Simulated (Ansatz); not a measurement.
**Bi: response to strain**

The reference is Bi (space group R-3m, No. 166; relaxed with 0.1 eV smearing).

```xyz
2
Lattice="2.2362 1.2911 3.7551 -2.2362 1.2911 3.7551 0.0000 -2.5822 3.7551" Properties=species:S:1:pos:R:3 pbc="T T T"
Bi     0.0000     0.0000     2.7052
Bi     0.0000     0.0000     8.5600
```

Cartesian axes are those of the cell as printed.

Strains are applied to the cell and any free atomic positions relax; under biaxial strain the out-of-plane vector relaxes too.

Calculations: Ansatz (an electronic-structure program) PBEsol-D3(BJ), without spin-orbit coupling.

Candidates:
(a) uniaxial strain ε_yy = +1.99 %
(b) strain tensor (xx, yy, zz, yz, xz, xy) = (+0.06, +0.61, −0.64, +1.08, −1.54, −1.47) %
(c) biaxial strain −4.39 %, plane normal [001], relaxed out of plane

Notes on the quantities. energy relative to the base: free energy F.

Q: Order them by energy relative to the base, lowest first.

A: (b) strain tensor (xx, yy, zz, yz, xz, xy) = (+0.06, +0.61, −0.64, +1.08, −1.54, −1.47) % (+2.1 meV/atom), (a) uniaxial strain ε_yy = +1.99 % (+3.1 meV/atom), (c) biaxial strain −4.39 %, plane normal [001], relaxed out of plane (+19 meV/atom)

Whether these cells are dynamically stable was not tested.
